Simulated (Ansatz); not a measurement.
## H2O on the 1x1 (111) surface of fcc Cu, one in a 2x2 cell, started at the site 'bridge Cu-Cu (span 2.6 Å)'

Computed with PBE (plane waves to 420 eV, PAW; Ansatz, a program for electronic structure).

Set-up: 19 atoms, 6.2 Å thick at the start under the adsorbate (thin: gaps and levels are the slab's own); mesh 6x6x1; 0.1 eV smearing; dipole correction on; 8 atoms held, the rest relaxed; no symmetry held; no spin, no spin-orbit, no U, no dispersion correction. At the end no host atom lies within bonding distance. In PBE it is, or lies within 0.03 eV of, the lowest of the starts that converged.

adsorption energy against H2O(g): -0.15 eV
work function of the top face: 4.19 eV
change of the work function: -0.58 eV
change of the step from the bottom to the top vacuum level, against the clean slab: -0.57 eV
energy released by relaxation: 0.34 eV
height of the binding atom over the mean of the host atoms within 0.3 Å of the top one: 2.582 Å
nearest host atoms of the binding atom: Cu at 2.51 Å, Cu at 3.53 Å, Cu at 3.54 Å
largest move of a host atom: 0.08 Å
note: in the relaxation the adsorbate left its starting site by 1.1 Å
cost: roughly 50 core-minutes

A negative adsorption energy means that the adsorbate is more stable on the surface than in its reference.
